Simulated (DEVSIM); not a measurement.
Structure: W/AlN/SiO2/p-Si capacitor, at 450 K.

| layer (left to right) | material | thickness (nm) | Na (cm⁻³) |
|---|---|---|---|
| 1 | AlN | 3.40 | - |
| 2 | SiO2 | 1.10 | - |
| 3 | Si | 15000 | 1.5e15 |

Metal gate on the left, work function 4.6 eV. Fixed charge at the semiconductor interface 0 cm⁻² (in units of +e); no interface traps.

This is a model device: material constants are rounded textbook-type values typed into the input, and sizes, dopings and lifetimes were drawn at random. Values at 300 K; Nc and Nv go as T^1.5, mobilities as T to minus their exponent, the gap by Varshni's rule with the affinity fixed.

```csv
parameter,AlN,SiO2,Si
gap (eV),6.1,9,1.124
affinity (eV),1.9,0.9,4.05
permittivity,8.5,3.9,11.7
Nc (cm⁻³),-,-,2.86e19
Nv (cm⁻³),-,-,3.1e19
Varshni α (eV/K),-,-,0.000473
Varshni β (K),-,-,636
```

Model (solved in DEVSIM): 1D Poisson equation in equilibrium, Boltzmann statistics, complete ionisation; no quantum confinement or tunnelling. Metal contacts follow the ideal Schottky-Mott rule: no Fermi-level pinning, no interface dipoles.

Task: Tabulate band edges, carrier densities and field at 0.1 V on the gate.

Result: Energies count from the Fermi level of the right contact; mesh points crowd at the junctions.

| x (μm) | Ec (eV) | Ev (eV) | n (cm⁻³) | p (cm⁻³) | field (V/cm) |
|---|---|---|---|---|---|
| 0.000 | 2.600 | -3.500 | < 1e2 | < 1e2 | 13000 |
| 0.001235 | 2.602 | -3.498 | < 1e2 | < 1e2 | 13000 |
| 0.002685 | 2.603 | -3.497 | < 1e2 | < 1e2 | 13000 |
| 0.003734 | 3.605 | -5.395 | < 1e2 | < 1e2 | 28000 |
| 0.004811 | 0.458 | -0.624 | 3.9e14 | 5.9e12 | 9300 |
| 0.007013 | 0.460 | -0.622 | 3.7e14 | 6.2e12 | 9200 |
| 0.01251 | 0.465 | -0.617 | 3.3e14 | 7.1e12 | 9100 |
| 0.03549 | 0.485 | -0.596 | 1.9e14 | 1.2e13 | 8500 |
| 0.08363 | 0.523 | -0.559 | 7.4e13 | 3.2e13 | 7300 |
| 0.2107 | 0.597 | -0.485 | 1.1e13 | 2.1e14 | 4500 |
| 0.5213 | 0.663 | -0.418 | 2.0e12 | 1.2e15 | 680 |
| 1.819 | 0.672 | -0.409 | 1.5e12 | 1.5e15 | ≈ 0 |
| 4.537 | 0.672 | -0.409 | 1.5e12 | 1.5e15 | ≈ 0 |
| 10.01 | 0.672 | -0.409 | 1.5e12 | 1.5e15 | ≈ 0 |
| 13.58 | 0.672 | -0.409 | 1.5e12 | 1.5e15 | ≈ 0 |
| 14.44 | 0.672 | -0.409 | 1.5e12 | 1.5e15 | ≈ 0 |
| 14.79 | 0.672 | -0.409 | 1.5e12 | 1.5e15 | ≈ 0 |
| 14.92 | 0.672 | -0.409 | 1.5e12 | 1.5e15 | ≈ 0 |
| 14.98 | 0.672 | -0.409 | 1.5e12 | 1.5e15 | ≈ 0 |
| 15.00 | 0.672 | -0.409 | 1.5e12 | 1.5e15 | ≈ 0 |
| 15.00 | 0.672 | -0.409 | 1.5e12 | 1.5e15 | ≈ 0 |
| 15.01 | 0.672 | -0.409 | 1.5e12 | 1.5e15 | ≈ 0 |
